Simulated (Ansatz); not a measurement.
Base system: Mg₃Sb₂ (space group P-3m1, No. 164; a = 4.5685 Å, c = 7.2499 Å). Axes: x lies along a and z along c of the hexagonal cell.

All numbers come from plane-wave PAW DFT at the r2SCAN level (Ansatz, a program for electronic structure, 500 eV), without spin-orbit coupling, earlier PAW set.

Strains are applied to the cell and any free atomic positions relax; under biaxial strain the out-of-plane vector relaxes too.

One change was made to it. Results:

```tsv
quantity	base	after
smallest direct gap	1.78 eV	1.41 eV
valence-band top at Γ (three highest levels, from the VBM)	0.00, -0.41, -0.41 eV	0.00, -0.60, -0.60 eV
band gap	0.61 eV	0.45 eV
```

Problem. What was done to the base?
(A) biaxial strain +2.38 %, plane normal [001], relaxed out of plane
(B) biaxial strain +1.88 %, plane normal [001], relaxed out of plane
(C) biaxial strain +4.31 %, plane normal [001], relaxed out of plane
(D) isotropic strain +0.65 %
(E) strain tensor (xx, yy, zz, yz, xz, xy) = (−1.20, +0.31, −0.76, +0.31, +0.84, +0.39) %

Solution. B, biaxial strain +1.88 %, plane normal [001], relaxed out of plane. For comparison, the band gap in the other runs: biaxial strain +2.38 %, plane normal [001], relaxed out of plane gives 0.41 eV; strain tensor (xx, yy, zz, yz, xz, xy) = (−1.20, +0.31, −0.76, +0.31, +0.84, +0.39) % gives 0.58 eV; isotropic strain +0.65 % gives 0.63 eV; biaxial strain +4.31 %, plane normal [001], relaxed out of plane gives 0.24 eV.

With Sb present, leaving out spin-orbit coupling can change the band edges. No phonon test of stability was made. A zero or small gap of Mg3Sb2 under biaxial strain +4.31 %, plane normal [001], relaxed out of plane can be the functional's error rather than a property of the material.
